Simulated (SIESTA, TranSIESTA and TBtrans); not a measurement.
**Rh chain with one N atom inserted**

Junction: Rh chain with one N atom inserted. Leads: straight Rh chain, spacing 2.185 Å. Geometry: as built, not relaxed.

Method: TranSIESTA and TBtrans, PBE, DZP numerical orbitals (energy shift 0.15 eV), PseudoDojo norm-conserving scalar-relativistic potentials, mesh cutoff 200 Ry, 300 K, spin-polarised (collinear), no spin-orbit coupling; self-consistent non-equilibrium Green functions.

- Conductance at 300 K (G0 = 2e²/h): 2.98
- Mean T from −0.5 to 0.5 eV: 2.97

Energies count from the leads' Fermi level. Transmissions are for each spin. The energy step is 0.01 eV; narrower resonances are cut or missed.

| E (eV) | T up | T down | lead channels up | down |
|---|---|---|---|---|
| -1.95 | 2.77 | 2.75 | 3 | 3 |
| -1.80 | 2.80 | 2.78 | 3 | 3 |
| -1.65 | 2.83 | 2.81 | band edge | 3 |
| -1.50 | 2.87 | 2.85 | 5 | 3 |
| -1.35 | 2.89 | 2.90 | 6 | 3 |
| -1.20 | 2.91 | 2.92 | 6 | band edge |
| -1.05 | 2.93 | 2.94 | 6 | 6 |
| -0.90 | 2.95 | 2.95 | 6 | 6 |
| -0.75 | 2.96 | 2.96 | 6 | 6 |
| -0.60 | 2.97 | 2.97 | 6 | 6 |
| -0.45 | 3.01 | 2.98 | 6 | 6 |
| -0.30 | 2.97 | 2.99 | 4 | 6 |
| -0.15 | 2.97 | 2.99 | 4 | 6 |
| 0.00 | 2.96 | 3.00 | 4 | 6 |
| 0.15 | 2.95 | 2.98 | 4 | 4 |
| 0.30 | 2.92 | 2.97 | 4 | 4 |
| 0.45 | 2.86 | 2.97 | 4 | 4 |
| 0.60 | 2.77 | 2.95 | 4 | 4 |
| 0.75 | 2.60 | 2.93 | 4 | 4 |
| 0.90 | 2.33 | 2.88 | 4 | 4 |
| 1.05 | 2.09 | 2.78 | 3 | 4 |
| 1.20 | 1.48 | 2.59 | 3 | 4 |
| 1.35 | 0.78 | 2.26 | 1 | 3 |
| 1.50 | 0.65 | 1.32 | 1 | 3 |
| 1.65 | 0.55 | 0.69 | 1 | 1 |
| 1.80 | 0.49 | 0.58 | 1 | 1 |
| 1.95 | 0.44 | 0.51 | 1 | 1 |

The magnetic order of the leads was set by the start, and no other order was tried; the separate lead runs end at 0.49 (left) and 0.49 (right) μB an atom. The straight chain is held at its spacing; free chains may zigzag or dimerise.
